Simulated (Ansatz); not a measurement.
The starting structures come from a database of crystals and need not be the phases stable at ambient conditions.

Crystal: Bi$_{2}$Te$_{2}$S (R3m, not sure to be the ambient phase, 5 atoms a cell, 30.6 Å³ an atom); planes in its conventional cell.

These are PBEsol (plane waves, PAW; Ansatz, a quantum-chemistry and plane-wave program) values and carry that method's errors.

The gap is the functional's own. No spin-orbit coupling. Mid-gap values are interpolated on the energy grid.

```
plane  area of the cell (Å²)  mid-gap κ (1/Å)  largest κ in the gap (1/Å)
-----  ---------------------  ---------------  --------------------------
(001)                   15.8             0.10                        0.10
(110)                   71.7       (withheld)                  (withheld)
(101)                   41.7       (withheld)                  (withheld)
```

Question: The slowest decay depends on the direction. Supply the withheld values.

Answer: 
- (110), mid-gap κ (1/Å): 0.07
- (110), largest κ in the gap (1/Å): 0.07
- (101), mid-gap κ (1/Å): 0.07
- (101), largest κ in the gap (1/Å): 0.07
